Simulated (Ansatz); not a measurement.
**NH3 on the (0001) surface of wurtzite GaN (2x2 Ga adatom at T4; a constructed slab, bottom: 3 H on 4 bottom sites), one in a cell of 36 Å², started at the site 'hollow Ga-Ga-Ga over Ga at depth 2.1 Å'**

Host crystal: wurtzite GaN, with a band gap (PBE, scalar-relativistic without spin-orbit coupling).

All values below come from PBE (plane waves to 420 eV, PAW; Ansatz, a first-principles code).

Slab: 48 atoms, 13.9 Å thick at the start with caps and adatoms under the adsorbate (thin: gaps and levels are the slab's own); k 4x4x1, smearing 0.01 eV, dipole-corrected; 23 atoms held, the rest relaxed; no symmetry held; no spin, no spin-orbit, no U, no dispersion correction. At the end it is bonded to Ga. In PBE it is, or lies within 0.03 eV of, the lowest of the starts that converged.

```
Property                                                                                                                                                          Result
--------------------------------------------------------------------------------------  --------------------------------------------------------------------------------
adsorption energy against NH3(g)                                                                                                                                -1.38 eV
gap of the slab on its k-mesh                                                                                                                                    0.53 eV
highest filled level below the top vacuum level                                                                                                                  3.78 eV
change of the step from the bottom to the top vacuum level, against the clean slab                                                                              -1.10 eV
energy released by relaxation                                                                                                                                    0.42 eV
height of the binding atom over the mean of the host atoms within 0.3 Å of the top one                                                                           0.173 Å
nearest host atoms of the binding atom                                                                                            Ga at 2.05 Å, N at 3.19 Å, N at 3.19 Å
largest move of a host atom                                                                                                                                       0.22 Å
caution                                                                                 the clean host was not checked against rearrangement in a larger or rattled cell
```

A negative adsorption energy means that the adsorbate is more stable on the surface than in its reference.
